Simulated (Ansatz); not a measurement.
```xyz
2
Lattice="0.0000 2.7331 2.7331 2.8285 -0.0953 2.8285 2.8285 2.8285 -0.0953" Properties=species:S:1:pos:R:3 pbc="T T T"
Te     4.2218     4.0997     4.0997
Be     0.0209     0.0000     0.0000
```

No spin polarisation.

The values are results of r2SCAN (Ansatz, a program for electronic structure, PAW, no spin-orbit coupling), not measurements. k-mesh 10×10×10 (Γ-centred); smearing 0.05 eV (Fermi–Dirac).

Task: Predict the space group, gap character and smallest direct gap.

Result: The space group comes out as Imm2 (No. 44), the gap character is indirect, Γ → X and the smallest direct gap is 3.37 eV.

With Te present, leaving out spin-orbit coupling can change the band edges. The cells carry an imposed strain or load. No phonon test of stability was made. The cell was made from BeTe in the zinc blende structure (space group F-43m, No. 216) by this change: tensor shear ε_yz = −3.37 %.
